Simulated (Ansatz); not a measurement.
The parent structure is PbTe in the rock salt structure (space group Fm-3m, No. 225).

```
PbTe
1.0
    0.00000     3.28473     3.28473
    3.28473     0.00000     3.28473
    3.28473     3.28473     0.00000
Te Pb
1 1
Direct
  0.50000   0.50000   0.50000
  0.00000   0.00000   0.00000
```

Cartesian axes are those of the cell as printed.

Method: DFT with PBE, PAW potentials and a 420 eV plane-wave cutoff in Ansatz (a quantum-chemistry and plane-wave program), spin-orbit coupling left out.

One thing is altered: every lattice vector is stretched by 1.00 %, atoms relaxed at fixed cell.

**Question.** Predict the stress tensor and what it implies for the stiffness.

**Answer.** Stress of the strained cell less that of the base (GPa, compression positive):
```
  -1.07    0.00    0.00
   0.00   -1.07    0.00
   0.00    0.00   -1.07
```

Then B = −ΔP/(ΔV/V₀) with ΔV/V₀ = 0.0303 gives secant stiffness values (nonlinear terms included at this strain): B ≈ 35 GPa.

No phonon test of stability was made.
